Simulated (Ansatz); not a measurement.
The starting structures come from a database of crystals and need not be the phases stable at ambient conditions.

By PBEsol, the system below comes out a metal.

The ballistic (Sharvin) conductance counts the channels at the Fermi level: G/A = (e²/h) × channels of both spins per area.

Given:

```
CELL_PARAMETERS angstrom
      2.99455     0.00000     0.00000
      0.00000     2.99455     0.00000
      0.00000     0.00000     2.99455
ATOMIC_POSITIONS crystal
  Al 0.00000 0.00000 0.00000
  Ir 0.50000 0.50000 0.50000
```

The cell is taken as given; by PBEsol it stands under a pressure of -1.3 GPa.

The current flows along the normal of the first two printed cell vectors, the (001) plane of the conventional cell. No spin-orbit coupling; the value is a mean over 0.1 eV about the Fermi level.

Q: Predict the ballistic conductance per area from PBEsol (Ansatz, a program for electronic structure).

A: 0.34 × 10¹⁵ S/m² for both spins.
